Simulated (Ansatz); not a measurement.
Data:

```
ZnS
1.0
    0.00000     2.73379     2.59538
    2.73379     0.00000     2.59538
    2.73379     2.73379     0.00000
Zn S
1 1
Cartesian
  0.00000   0.00000   0.00000
  1.36689   1.36689   1.29769
```

All values below come from r2SCAN with spin-orbit coupling, rigid bands (plane waves, PAW; Ansatz, an electronic-structure program). Condition of this run: uniaxial stress zz = 2 GPa (compression positive) (the target of the relaxation). Geometry: cell and atoms relaxed with r2SCAN, then loaded as said.

Problem. What conductivity effective mass do dilute electrons have at 300 K?

Solution. 0.21 mₑ.

Problem. What conductivity effective mass do dilute holes have at 300 K?

Solution. 0.77 (x), 0.77 (y), 0.50 (z) mₑ.

Problem. And the band gap?

Solution. 2.62 eV at this level; semilocal functionals usually fall short of the measured gap.

Rigid bands, one relaxation time for all states, no polarons.
